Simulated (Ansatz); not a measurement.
Data:

```xyz
4
Lattice="3.3261 0.0000 0.0000 -1.6630 2.8804 0.0000 0.0000 0.0000 5.0743" Properties=species:S:1:pos:R:3 pbc="T T T"
Ga     0.0000     1.9203    -0.0297
Ga     1.6630     0.9601     2.5074
N      0.0000     1.9203     1.9326
N      1.6630     0.9601     4.4697
```

Calculation: r2SCAN with spin-orbit coupling, rigid bands (plane waves, PAW; Ansatz, an electronic-structure program). Condition of this run: biaxial stress in the c plane of -16 GPa (compression positive) (the target of the relaxation). Cell: cell and atoms relaxed with PBEsol, then loaded as said.

Q: Predict the hole conductivity mass (n e² τ/σ) at 300 K, by direction if it differs.

A: 1.72 (x), 1.72 (y), 0.28 (z) mₑ.

Q: What conductivity effective mass do dilute electrons have at 300 K?

A: 0.164 mₑ.

Q: And the band gap?

A: 1.75 eV at this level; semilocal functionals usually fall short of the measured gap.

Rigid bands, one relaxation time for all states, no polarons. Geometry: cell and atoms relaxed with PBEsol.
